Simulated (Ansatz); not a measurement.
**HfTe2 (model structure, started from the CdCl2 type, R-3m, No. 166, 3 atoms in the cell)**

These are PBEsol (Ansatz, a quantum-chemistry and plane-wave program, PAW) values and carry that method's errors.

Run with plane-wave cutoff 520 eV, 16×16×16 k mesh, Fermi–Dirac smearing 0.05 eV, scalar-relativistic PAW data made under PBE.

Cell (relaxed at this level):

```xyz
3
Lattice="1.9386 1.1193 6.9631 -1.9386 1.1193 6.9631 0.0000 -2.2385 6.9631" Properties=species:S:1:pos:R:3 pbc="T T T"
Hf     0.0000     0.0000     0.0000
Te     0.0000     0.0000     5.1781
Te     0.0000     0.0000    15.7113
```

- band gap: none

Note: the relaxation could raise the start's symmetry but not lower it, so the cell can be a saddle point; the cell has widely spaced layers and the level no dispersion term, so their spacing and the moduli can rest on weak binding.

Spin–orbit coupling is not included; it can open a gap where bands touch, and shift volumes and moduli.

Static lattice: no zero-point or thermal effects.

A model structure was made by putting elements into a prototype or built by hand; it is no filed structure, need not be a known phase, and can be a saddle point held by its symmetry.
